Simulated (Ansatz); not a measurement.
Seebeck coefficient (μV/K, mean over directions) of n-type Cs₂PtBr₆ (Fm-3m) against carrier density, PBEsol, rigid bands (Ansatz, a first-principles code). Computed gap 1.27 eV; densities at which minority carriers matter at this gap, or further valleys turn the trend, are left out. Conductivity mass 0.58 mₑ (harmonic mean over directions), N_c = 3.2e19 cm⁻³ at 300 K.

```csv
electron density,300 K,500 K
1e16 cm⁻³,-907,-975
1e17 cm⁻³,-708,-776
1e18 cm⁻³,-510,-578
3e18 cm⁻³,-416,-483
1e19 cm⁻³,___,-381
3e19 cm⁻³,-225,-288
1e20 cm⁻³,-137,-193
3e20 cm⁻³,-76,-117
1e21 cm⁻³,___,-55
```

Task: What belongs in the gaps?

Result: 
- 1e19 cm⁻³, 300 K: -314
- 1e21 cm⁻³, 300 K: -34

Rigid bands with a gap fixed in temperature, one relaxation time for all states, no polarons or phonon drag, and whether or not such doping can be reached. Spin-orbit coupling is left out; with 5d elements it also splits d-like band edges.

Computed structure with no diffraction record at hand here (it may be known, metastable or hypothetical): Cs2PtBr6 (Fm-3m).
